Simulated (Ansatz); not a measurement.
The structure below was relaxed with Ansatz (a first-principles code), r2SCAN, PAW, cutoff 500 eV, no spin-orbit coupling.

```yaml
crystal:
  lattice:
    - [3.12710, 0.00000, 0.00000]
    - [0.00000, 3.12710, 0.00000]
    - [0.00000, 0.00000, 2.89372]
  atoms:
    - { symbol: Pt, position: [0.50000, 0.50000, 0.00000] }
    - { symbol: Zn, position: [0.00000, 0.00000, 0.50000] }
```

Find the space group and the Wyckoff positions.

Space group P4/mmm (No. 123); a = b = 3.127 Å, c = 2.894 Å, α = β = γ = 90.00°

| atom | site | symmetry | x | y | z |
|---|---|---|---|---|---|
| Pt | 1c | 4/mmm | 0.5000 | 0.5000 | 0.0000 |
| Zn | 1b | 4/mmm | 0.0000 | 0.0000 | 0.5000 |

No phonon test of stability was made. All final runs are without spin polarisation. The cell was made from PtGe by this change: Ge → Zn; the result is a model cell.
